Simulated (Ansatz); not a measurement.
The reference is BeS in the zinc blende structure (space group F-43m, No. 216; a = 4.796 Å). Axes: x, y, z lie along the cube axes.

Computed with LDA (Ansatz, a program for electronic structure, PAW, no spin-orbit coupling).

Base values:

| Item | Result |
|---|---|
| Band gap | 2.82 eV |
| Valence-band top at Γ | 0.00, 0.00, 0.00 eV |

The change: tensile biaxial strain of 0.83 % in the plane normal to [111], as in epitaxy on a mismatched substrate; the out-of-plane cell vector and the atoms relax.

**Question.** What does the calculation give for the band gap after the change?

**Answer.** The band gap decreases by 0.03 eV, from 2.82 eV to 2.79 eV.

**Question.** What happens to the energy relative to the base?

**Answer.** The energy rises by 1.4 meV/atom.

**Question.** Estimate the effect on the valence-band top at Γ.

**Answer.** The valence-band top at Γ (three highest levels, from the VBM) goes from 0.00, 0.00, 0.00 eV to 0.00, -0.09, -0.09 eV.

Whether these cells are dynamically stable was not tested.
